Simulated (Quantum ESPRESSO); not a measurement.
Quantum ESPRESSO run on KMg6Cd (P1, 8 atoms in the cell): self-consistent single point.

Computed with PBEsol, GBRV 1.5 ultrasoft (PBESOL) pseudopotentials (plane waves; Quantum ESPRESSO).

The change in words: atoms moved at random. Reference geometry:
```xyz
8
Lattice="5.2867 0.0000 0.0000 0.0000 3.3604 5.7428 0.0000 -3.3604 5.7428" Properties=species:S:1:pos:R:3 pbc="T T T"
K      0.0000     0.0000     9.5512
Mg     0.0000    -1.6561     6.6849
Mg     0.0000     1.6561     6.6849
Mg     0.0000     0.0000     3.8676
Mg     2.6434    -1.5786     4.8472
Mg     2.6434     1.5786     4.8472
Mg     2.6434     0.0000     1.9173
Cd     2.6434     0.0000     7.5425
```

Reference input (self-consistent single point, DFT, PBEsol, plane waves, GBRV 1.5 ultrasoft (PBESOL) pseudopotentials): ecutwfc = 40 Ry; ecutrho = 200 Ry; occupations = smearing; smearing = gauss; degauss = 0.0036749 Ry; potentials = {K: k_pbesol_v1.4.uspp.F.UPF, Mg: mg_pbesol_v1.4.uspp.F.UPF, Cd: cd_pbesol_v1.uspp.F.UPF}; K_POINTS = automatic 4 3 3 0 0 0; conv_thr = 1e-11 Ry. This run's input differs from it in these lines:

```diff
@@ -25,10 +25,10 @@
 ATOMIC_POSITIONS crystal
-K     0.0000000000    0.8315800000    0.8315800000
-Mg    0.0000000000    0.3356100000    0.8284300000
-Mg    0.0000000000    0.8284300000    0.3356100000
-Mg    0.0000000000    0.3367300000    0.3367300000
-Mg    0.5000000000    0.1871400000    0.6569000000
-Mg    0.5000000000    0.6569000000    0.1871400000
-Mg    0.5000000000    0.1669300000    0.1669300000
-Cd    0.5000000000    0.6566900000    0.6566900000
+K     0.0062350000    0.8249420000    0.8258210000
+Mg   -0.0048600000    0.3429930000    0.8199750000
+Mg   -0.0009550000    0.8455340000    0.3413760000
+Mg    0.0003920000    0.3289210000    0.3421100000
+Mg    0.4952610000    0.1929250000    0.6470700000
+Mg    0.4992440000    0.6626640000    0.1842610000
+Mg    0.5092050000    0.1572060000    0.1767770000
+Cd    0.4954770000    0.6448260000    0.6626210000
 K_POINTS automatic
```

Log, with long lists cut:

```
     Self-consistent Calculation

     iteration #  1     ecut=    40.00 Ry     beta= 0.70

     negative rho (up, down):  2.051E-02 0.000E+00

     total energy              =    -921.64195236 Ry
     estimated scf accuracy    <       1.40168660 Ry

     iteration #  2     ecut=    40.00 Ry     beta= 0.70

     negative rho (up, down):  2.114E-02 0.000E+00

     total energy              =    -921.98112347 Ry
     estimated scf accuracy    <       0.11055947 Ry

     iteration #  3     ecut=    40.00 Ry     beta= 0.70

     negative rho (up, down):  2.123E-02 0.000E+00

     total energy              =    -921.99940131 Ry
     estimated scf accuracy    <       0.02898111 Ry

   [... 8 blocks of this kind left out ...]

     iteration # 12     ecut=    40.00 Ry     beta= 0.70

     negative rho (up, down):  2.127E-02 0.000E+00

     total energy              =    -922.00767484 Ry
     estimated scf accuracy    <          1.7E-10 Ry

     iteration # 13     ecut=    40.00 Ry     beta= 0.70

     negative rho (up, down):  2.127E-02 0.000E+00
     End of self-consistent calculation

     the Fermi energy is     5.6575 ev

!    total energy              =    -922.00767484 Ry
     estimated scf accuracy    <          8.7E-12 Ry
     smearing contrib. (-TS)   =      -0.00083561 Ry
     internal energy E=F+TS    =    -922.00683923 Ry

     convergence has been achieved in  13 iterations

     negative rho (up, down):  2.127E-02 0.000E+00

     Forces acting on atoms (cartesian axes, Ry/au):

     atom    1 type  1   force =    -0.00624700   -0.00460200    0.01416301
     atom    2 type  2   force =     0.00138196   -0.00455174   -0.00464874
     atom    3 type  2   force =     0.00169563    0.00128997   -0.01609571
     atom    4 type  2   force =     0.00008617    0.00674642    0.00423964
     atom    5 type  2   force =     0.00283065   -0.00735593    0.00148104
   [... lines left out ...]
     Total force =     0.027541     Total SCF correction =     0.000012
   [... lines left out ...]

     negative rho (up, down):  2.127E-02 0.000E+00
          total   stress  (Ry/bohr**3)                   (kbar)     P=       -4.19
  -0.00000895  -0.00000043   0.00000028           -1.32       -0.06        0.04
  -0.00000043  -0.00004304   0.00000497           -0.06       -6.33        0.73
   0.00000028   0.00000497  -0.00003346            0.04        0.73       -4.92

   JOB DONE.
```

The run converged in 13 iterations. Against the reference run the free energy goes up by 7.9 meV/atom, the pressure goes from -0.54 to -0.42 GPa and the largest force goes from 0.065 to 0.417 eV/Å.

The starting cell comes from a database of computed structures (which also holds hypothetical and non-ambient phases and stackings), without a prior relaxation at this level. Its lattice was rescaled by a random factor within 2.5 % of one. For this run, on top of that: atoms moved at random.

Cost on one core of a shared machine: roughly 2 min.
